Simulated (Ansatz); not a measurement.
Functionals compared on the (30-32) surface of hcp Zr in its 1x1 cell, outermost plane spacing 0.88 Å in the ideal cut, in Ansatz (plane waves, PAW). The structure was relaxed with PBE; the other rows are single points on it, each with its references at the same level. Cutoff 420 eV (500 eV for r2SCAN).

Set-up: 24 atoms, 9.7 Å thick at the start (thin: gaps and levels are the slab's own); mesh 12x3x1; 0.1 eV smearing; dipole correction on; all atoms relaxed; start symmetry kept, larger cells not searched; no spin, no spin-orbit, no U. These notes are the PBE run's.

```tsv
functional	surface energy (J/m²)	work function of the top face (eV)	rough cost of the single point
PBE	1.63	3.79	–
LDA	1.82	4.02	around 9 core-minutes (rough)
PBEsol	1.78	3.86	around 9 core-minutes (rough)
RPBE	1.52	3.66	about 11 core-minutes (a rough figure)
r2SCAN	(withheld)	(withheld)	very roughly 20 core-minutes
```

Question: What belongs in the gaps?

Answer: 
- r2SCAN, surface energy (J/m²): 1.78
- r2SCAN, work function of the top face (eV): 3.79

Ansatz is an electronic-structure program.
